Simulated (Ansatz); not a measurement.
The starting structures come from a database of crystals and need not be the phases stable at ambient conditions.

By LDA and PBEsol, the system below comes out a metal.

Here is the system:

```yaml
crystal:
  lattice:
    - [2.87999, 0.00000, 0.00000]
    - [0.00000, 5.27942, 0.00000]
    - [0.00000, 0.00000, 2.87999]
  atoms:
    - { symbol: Si, position: [0.50000, 0.27949, 0.50000] }
    - { symbol: Si, position: [0.50000, 0.72051, 0.50000] }
    - { symbol: Ru, position: [0.00000, 0.00000, 0.00000] }
```

Space group of this cell: P4/mmm. The cell is taken as given; by PBEsol its mean pressure is -5.7 GPa.

The current runs along the normal of the first two printed vectors, the (100) plane. All runs by Ansatz (a quantum-chemistry and plane-wave program), plane waves and PAW, without spin-orbit coupling; the base is PBEsol.

```csv
run,mean pressure (GPa),"G/A, both spins (10¹⁵ S/m²)"
base,-5.7,0.34
all lengths scaled by 0.98,6.5,___
all lengths scaled by 1.02,-14.6,0.33
lda in place of pbesol,-8.8,0.35
"lengths across the current scaled by 0.98, ions clamped",2.2,0.35
"lengths across the current scaled by 1.02, ions clamped",-12.0,0.33
"lengths along the current scaled by 0.97, ions clamped",-0.1,0.32
"lengths along the current scaled by 1.03, ions clamped",-10.2,0.34
```

Problem. What belongs in the gaps?

Solution. 
- all lengths scaled by 0.98, G/A, both spins (10¹⁵ S/m²): 0.36
